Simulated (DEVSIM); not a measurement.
Structure: CdTe n-i-p diode, at 300 K.

```
layer (left to right)  material  thickness (μm)  Nd (cm⁻³)  Na (cm⁻³)   τn (s)   τp (s)
---------------------  --------  --------------  ---------  ---------  -------  -------
1                          CdTe           0.280     1.9e17          -  6.8e-10  6.8e-10
2                          CdTe            41.0          -     2.4e13  6.8e-10  6.8e-10
3                          CdTe           0.270          -     1.6e18  6.8e-10  6.8e-10
```

Left contact: ohmic. Right contact: ohmic. Voltage is applied to the left contact. Recombination: SRH at mid-gap, radiative. Mobility is constant in doping.

This is a model device: material constants are rounded textbook-type values typed into the input, and sizes, dopings and lifetimes were drawn at random. Values at 300 K.

| parameter | CdTe |
|---|---|
| gap (eV) | 1.5 |
| affinity (eV) | 4.28 |
| permittivity | 10.2 |
| Nc (cm⁻³) | 8e17 |
| Nv (cm⁻³) | 1.8e19 |
| μn (cm²/Vs) | 1000 |
| μp (cm²/Vs) | 80 |
| B (cm³/s) | 1e-10 |

Simulated with DEVSIM: 1D drift-diffusion, Boltzmann statistics, complete ionisation; no tunnelling, impact ionisation, image-force lowering or self-heating.

Problem. Tabulate band edges, carrier densities and field at zero bias.

Solution. Energies count from the Fermi level of the right contact; mesh points crowd at the junctions.

```json
[
 {"x (μm)": "0.000", "Ec (eV)": "0.037", "Ev (eV)": "-1.463", "n (cm⁻³)": "1.9e17", "p (cm⁻³)": "< 1e2", "field (V/cm)": "≈ 0"},
 {"x (μm)": "0.03631", "Ec (eV)": "0.037", "Ev (eV)": "-1.463", "n (cm⁻³)": "1.9e17", "p (cm⁻³)": "< 1e2", "field (V/cm)": "≈ 0"},
 {"x (μm)": "0.1129", "Ec (eV)": "0.037", "Ev (eV)": "-1.463", "n (cm⁻³)": "1.9e17", "p (cm⁻³)": "< 1e2", "field (V/cm)": "≈ 0"},
 {"x (μm)": "0.2169", "Ec (eV)": "0.037", "Ev (eV)": "-1.463", "n (cm⁻³)": "1.9e17", "p (cm⁻³)": "< 1e2", "field (V/cm)": "27"},
 {"x (μm)": "0.2767", "Ec (eV)": "0.056", "Ev (eV)": "-1.444", "n (cm⁻³)": "9.2e16", "p (cm⁻³)": "< 1e2", "field (V/cm)": "19000"},
 {"x (μm)": "0.3103", "Ec (eV)": "0.111", "Ev (eV)": "-1.389", "n (cm⁻³)": "1.1e16", "p (cm⁻³)": "< 1e2", "field (V/cm)": "10000"},
 {"x (μm)": "0.3947", "Ec (eV)": "0.166", "Ev (eV)": "-1.334", "n (cm⁻³)": "1.3e15", "p (cm⁻³)": "< 1e2", "field (V/cm)": "4500"},
 {"x (μm)": "0.7674", "Ec (eV)": "0.282", "Ev (eV)": "-1.218", "n (cm⁻³)": "1.5e13", "p (cm⁻³)": "< 1e2", "field (V/cm)": "2700"},
 {"x (μm)": "1.562", "Ec (eV)": "0.482", "Ev (eV)": "-1.018", "n (cm⁻³)": "6.5e9", "p (cm⁻³)": "140", "field (V/cm)": "2300"},
 {"x (μm)": "3.732", "Ec (eV)": "0.889", "Ev (eV)": "-0.611", "n (cm⁻³)": "930", "p (cm⁻³)": "9.8e8", "field (V/cm)": "1400"},
 {"x (μm)": "9.134", "Ec (eV)": "1.149", "Ev (eV)": "-0.351", "n (cm⁻³)": "< 1e2", "p (cm⁻³)": "2.3e13", "field (V/cm)": "16"},
 {"x (μm)": "28.20", "Ec (eV)": "1.150", "Ev (eV)": "-0.350", "n (cm⁻³)": "< 1e2", "p (cm⁻³)": "2.4e13", "field (V/cm)": "≈ 0"},
 {"x (μm)": "36.17", "Ec (eV)": "1.150", "Ev (eV)": "-0.350", "n (cm⁻³)": "< 1e2", "p (cm⁻³)": "2.4e13", "field (V/cm)": "≈ 0"},
 {"x (μm)": "39.38", "Ec (eV)": "1.156", "Ev (eV)": "-0.344", "n (cm⁻³)": "< 1e2", "p (cm⁻³)": "3.0e13", "field (V/cm)": "79"},
 {"x (μm)": "40.76", "Ec (eV)": "1.195", "Ev (eV)": "-0.305", "n (cm⁻³)": "< 1e2", "p (cm⁻³)": "1.3e14", "field (V/cm)": "800"},
 {"x (μm)": "41.10", "Ec (eV)": "1.243", "Ev (eV)": "-0.257", "n (cm⁻³)": "< 1e2", "p (cm⁻³)": "8.7e14", "field (V/cm)": "2600"},
 {"x (μm)": "41.22", "Ec (eV)": "1.298", "Ev (eV)": "-0.201", "n (cm⁻³)": "< 1e2", "p (cm⁻³)": "7.4e15", "field (V/cm)": "8200"},
 {"x (μm)": "41.27", "Ec (eV)": "1.380", "Ev (eV)": "-0.120", "n (cm⁻³)": "< 1e2", "p (cm⁻³)": "1.8e17", "field (V/cm)": "40000"},
 {"x (μm)": "41.32", "Ec (eV)": "1.437", "Ev (eV)": "-0.063", "n (cm⁻³)": "< 1e2", "p (cm⁻³)": "1.6e18", "field (V/cm)": "≈ 0"},
 {"x (μm)": "41.40", "Ec (eV)": "1.437", "Ev (eV)": "-0.063", "n (cm⁻³)": "< 1e2", "p (cm⁻³)": "1.6e18", "field (V/cm)": "≈ 0"},
 {"x (μm)": "41.50", "Ec (eV)": "1.437", "Ev (eV)": "-0.063", "n (cm⁻³)": "< 1e2", "p (cm⁻³)": "1.6e18", "field (V/cm)": "≈ 0"},
 {"x (μm)": "41.55", "Ec (eV)": "1.437", "Ev (eV)": "-0.063", "n (cm⁻³)": "< 1e2", "p (cm⁻³)": "1.6e18", "field (V/cm)": "≈ 0"}
]
```
